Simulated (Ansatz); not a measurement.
Start from NaCl in the rock salt structure (space group Fm-3m, No. 225; a = 5.6020 Å).

Method: PBEsol/PAW in Ansatz (a quantum-chemistry and plane-wave program), no spin-orbit coupling.

One change was made to it. Results:

| quantity | base | after |
|---|---|---|
| band gap | 5.01 eV | 6.35 eV |
| lattice parameter a | 5.602 Å | 5.064 Å |

Task: Name the change that was made.
A. Cl → I
B. Na → Al
C. Na → Li

Result: C, Na → Li. For comparison, the band gap in the other runs: Cl → I gives 3.60 eV; Na → Al gives zero.

With I present, leaving out spin-orbit coupling can change the band edges. Whether these cells are dynamically stable was not tested. As relaxed here, AlCl is a hypothetical phase, not in the database extracts checked. The final runs are not spin-polarised. Gaps under 0.05 eV, about the width of the smearing, are given as zero. The zero or small gap of AlCl can change with the level of theory.
